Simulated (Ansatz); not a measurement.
**Effect of Tl → B on TlF**

Start from TlF (space group Pbcm, No. 57; a = 6.2234 Å, b = 5.6025 Å, c = 5.0283 Å).

It is then changed as follows: B takes the place of Tl on all its sites; the structure is relaxed again.

Calculations: r2SCAN in Ansatz (plane waves to 500 eV, PAW, no SOC). Γ-centred 18×18×8 mesh, Fermi–Dirac width 0.05 eV, for the changed cell.

The volume per atom falls by 11.46 Å³, from 21.91 Å³ to 10.45 Å³ and the density drops by 6.095 g/cm³, from 8.46 g/cm³ to 2.37 g/cm³. The space group becomes Cmme (No. 67) (base: Pbcm (No. 57)) and the shortest interatomic distance drops by 1.1263 Å, from 2.437 Å to 1.310 Å. The band gap becomes zero (base: 3.40 eV) (an upper bound: an edge found on the path is not a true extremum; the base alone).

Spin-orbit coupling, missing from the scalar runs, can matter with Tl. No phonon test of stability was made. As relaxed here, BF is a hypothetical phase, not in the database extracts checked. All final runs are without spin polarisation.

Ansatz is a quantum-chemistry and plane-wave program.
